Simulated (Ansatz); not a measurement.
## Relaxation of cell and atoms of SnGeSe₂ (Pmc2_1, 8 atoms in the cell) at several settings

```xyz
8
Lattice="3.9596 0.0000 0.0000 0.0000 4.6770 0.0000 0.0000 0.0000 11.3708" Properties=species:S:1:pos:R:3 pbc="T T T"
Sn     1.9798     1.7120     4.3590
Sn     1.9798     2.9650    10.0444
Ge     0.0000     0.5749     7.1347
Ge     0.0000     4.1021     1.4493
Se     0.0000     1.1035     9.6149
Se     0.0000     3.5736     3.9295
Se     1.9798     1.0927     1.6330
Se     1.9798     3.5843     7.3184
```

Base: Ansatz (a program for electronic structure) with PBEsol, default PAW files made with PBE. Its settings: kpoints.mp_grid.grid = 4 3 2; hamiltonian.xc = pbesol; hamiltonian.pseudopotentials = {kind: paw} (the program's default PAW files); scf.occupations.method = fixed. Starting volume 26.32 Å³ per atom.

Each line gives the change from the base single point and the result:

- hamiltonian.dispersion: default → d3bj; relax: default → cell and atoms [DFT, PBEsol-D3BJ, plane waves, default PAW files made with PBE]: pressure -0.01 GPa; largest force (vector length) 0.002 eV/Å; final cell a = 3.9605 Å, b = 4.1536 Å, c = 11.0441 Å, α = β = γ = 90.00°; final volume per atom 22.71 Å³; relaxation steps 12.
- relax: default → cell and atoms: pressure 0.01 GPa; largest force (vector length) 0.010 eV/Å; final cell a = 4.005 Å, b = 4.260 Å, c = 11.220 Å, α = β = γ = 90.00°; final volume per atom 23.93 Å³; relaxation steps 10; free energy against the base single point -26.5 meV/atom.
- relax: default → cell and atoms; relax.cell.p_target: default → -2 GPa: pressure -2.00 GPa; largest force (vector length) 0.007 eV/Å; final cell a = 4.061 Å, b = 4.383 Å, c = 11.547 Å, α = β = γ = 90.00°; final volume per atom 25.70 Å³; relaxation steps 9; free energy against the base single point -14.1 meV/atom.

The starting cell comes from a database of computed structures (which also holds hypothetical and non-ambient phases and stackings), without a prior relaxation at this level. Ansatz's pressure includes its estimate of the finite-basis (Pulay) stress.

Keys are those of Ansatz 0.2.
